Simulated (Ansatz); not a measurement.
Here is the system:

```
CELL_PARAMETERS angstrom
      0.00000     2.71677     2.71677
      2.71677     0.00000     2.71677
      2.71677     2.71677     0.00000
ATOMIC_POSITIONS crystal
  Si 0.50000 0.50000 0.50000
  Si 0.75000 0.75000 0.75000
```

No spin polarisation.

The values are results of PBEsol/PAW in Ansatz (a first-principles code), spin-orbit coupling left out, earlier PAW set, not measurements. Γ-centred 11×11×11 mesh, Fermi–Dirac width 0.05 eV.

**Question.** Predict the hole mass, band gap and electron mass.

**Answer.** 
* **Hole mass (degenerate bands, along [100])**: 0.17, 0.26, 0.26 mₑ (at Γ)
* **Band gap**: 0.47 eV
* **Electron mass**: 0.93 mₑ along k, 0.19 mₑ across (off the special points)

Effective masses come from finite differences of ±0.01 Å⁻¹. Along k means along the line from Γ to the band edge. No phonon test of stability was made. The cell was made from Ge by this change: Ge → Si.
